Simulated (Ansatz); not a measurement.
The reference is Ge in the diamond structure (space group Fd-3m, No. 227; a = 5.676 Å).

Structures relaxed with Ansatz (a quantum-chemistry and plane-wave program) PBEsol, no SOC.

Base:

Simulated powder pattern, Cu Kα1, λ = 1.54056 Å (kinematic, ideal powder, no thermal factors, no anomalous dispersion; the 14 strongest lines at most, above 2 %, up to 2θ = 90°):

```csv
2θ (°),I/Imax (%),hkl
27.19,100,(111)
45.14,75,(220)
53.50,45,(311)
65.75,12,(400)
72.53,18,(331)
83.34,24,(422)
89.68,14,(333)
```

After one change:

Simulated powder pattern, Cu Kα1, λ = 1.54056 Å (kinematic, ideal powder, no thermal factors, no anomalous dispersion; the 14 strongest lines at most, above 2 %, up to 2θ = 90°):

| 2θ (°) | I/Imax (%) |
|---|---|
| 27.57 | 100 |
| 45.80 | 74 |
| 54.29 | 45 |
| 66.77 | 12 |
| 73.69 | 17 |
| 84.74 | 24 |

**Question.** Which change produced these results?
A) pressure −1 GPa
B) pressure 5 GPa
C) pressure 3 GPa
D) pressure 0.7 GPa

**Answer.** C, pressure 3 GPa. Its volume per atom is 21.95 Å³ against 22.86 Å³, and its space group is Fd-3m (No. 227).

Load acts through the strain it causes; cell and atoms are relaxed under it. No phonon test of stability was made. Tetrahedral semiconductors of this kind turn to denser phases somewhere between about 1 and 50 GPa; those were not computed, so compressed cells here can lie past the real transition.
